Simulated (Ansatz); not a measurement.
Start from MoSi2 (space group I4/mmm, No. 139; a = 3.217 Å, c = 7.875 Å; relaxed with 0.1 eV smearing). Axes: x, y, z lie along a, b, c of the conventional cell.

Calculations: Kohn–Sham DFT with the PBE functional, run in Ansatz (a quantum-chemistry and plane-wave program) with PAW and 420 eV plane waves, without spin-orbit coupling.

Strains are applied to the cell and any free atomic positions relax; under biaxial strain the out-of-plane vector relaxes too.

One change was made to it. Results:

```csv
quantity,base,after
"pressure (mean of the normal stresses, compression positive)",0.0 GPa,-4.4 GPa
energy relative to the base (free energy F),0 meV/atom,+8.6 meV/atom
```

Problem. Which of these changes matches the shifts?
A. biaxial strain −2.00 %, plane normal [001], relaxed out of plane
B. biaxial strain +2.00 %, plane normal [001], relaxed out of plane
C. biaxial strain +3.00 %, plane normal [001], relaxed out of plane
D. biaxial strain +1.50 %, plane normal [001], relaxed out of plane

Solution. D, biaxial strain +1.50 %, plane normal [001], relaxed out of plane. For comparison, the energy relative to the base in the other runs: biaxial strain +3.00 %, plane normal [001], relaxed out of plane gives +33 meV/atom; biaxial strain −2.00 %, plane normal [001], relaxed out of plane gives +17 meV/atom; biaxial strain +2.00 %, plane normal [001], relaxed out of plane gives +15 meV/atom.

No phonon test of stability was made. All final runs are without spin polarisation.
